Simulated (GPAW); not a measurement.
Band structure of Ca2Ge (Fm-3m, 3 atoms in the cell).

```xyz
3
Lattice="0.0000 3.6649 3.6649 3.6649 0.0000 3.6649 3.6649 3.6649 0.0000" Properties=species:S:1:pos:R:3 pbc="T T T"
Ca     5.4973     5.4973     5.4973
Ca     1.8324     1.8324     1.8324
Ge     0.0000     0.0000     0.0000
```

Method: PBEsol, GPAW PAW datasets PBEsol (made by gpaw-setup) (plane waves; GPAW).

Settings: mode = pw; ecut = 550 eV; xc = PBEsol; kpts = 4 4 4; mesh shift (steps) = 0 0 0; occupations.name = fermi-dirac; occupations.width = 0 eV; nbands = -6; convergence.forces = 0.001 eV/Å; convergence.bands = -4; symmetry.symmorphic = false; symmetry.tolerance = 0.0005; maxiter = 120; bandpath_npoints = 40.

The starting cell comes from a database of computed structures (which also holds hypothetical and non-ambient phases and stackings), without a prior relaxation at this level. Its lattice was rescaled by a random factor within 2.5 % of one.

### Question
Predict the gap along the standard path and the places of the band edges.

### Answer
The gap along the path is 0.58 eV, from a point between K and Γ to X; the smallest direct gap on it is 0.60 eV.

Levels in eV from the top of the valence band on the SCF mesh, bands 9 to 16:
| point | 9 | 10 | 11 | 12 | 13 | 14 | 15 | 16 |
|---|---|---|---|---|---|---|---|---|
| Γ | -7.11 | -0.26 | -0.26 | -0.26 | 1.04 | 1.94 | 1.94 | 4.79 |
| X | -6.44 | -1.88 | -0.01 | -0.01 | 0.60 | 1.69 | 2.56 | 3.80 |
| W | -6.44 | -1.17 | -1.17 | -0.33 | 1.22 | 2.58 | 2.58 | 3.34 |
| K | -6.46 | -1.52 | -0.91 | 0.01 | 1.04 | 2.35 | 2.72 | 3.27 |
| L | -6.60 | -1.89 | 0.00 | 0.00 | 2.40 | 2.42 | 2.42 | 2.93 |
| U | -6.46 | -1.52 | -0.91 | 0.01 | 1.04 | 2.35 | 2.72 | 3.27 |
